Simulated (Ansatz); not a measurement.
TaSi2 (P6₄22, No. 181)

All values below come from r²SCAN (PAW; Ansatz, a quantum-chemistry and plane-wave program).

Settings: plane-wave cutoff 560 eV, 12×12×8 k mesh (along the axes of the cell as run), Fermi–Dirac smearing 0.05 eV, scalar-relativistic PAW data made under PBE.

Cell (relaxed at this level):

```yaml
crystal:
  lattice:
    - [4.78055, 0.00000, 0.00000]
    - [-2.39027, 4.14008, 0.00000]
    - [0.00000, 0.00000, 6.55768]
  atoms:
    - { symbol: Ta, position: [0.00000, 0.50000, 0.33333] }
    - { symbol: Ta, position: [0.50000, 0.00000, 0.00000] }
    - { symbol: Ta, position: [0.50000, 0.50000, 0.66667] }
    - { symbol: Si, position: [0.84163, 0.68326, 0.00000] }
    - { symbol: Si, position: [0.15837, 0.84163, 0.66667] }
    - { symbol: Si, position: [0.31674, 0.15837, 0.33333] }
    - { symbol: Si, position: [0.15837, 0.31674, 0.00000] }
    - { symbol: Si, position: [0.84163, 0.15837, 0.66667] }
    - { symbol: Si, position: [0.68326, 0.84163, 0.33333] }
```

band gap: zero (no gap)

Spin–orbit coupling is not included; it can open a gap where bands touch, and shift volumes and moduli.

Computing time: very roughly 6 core-minutes.
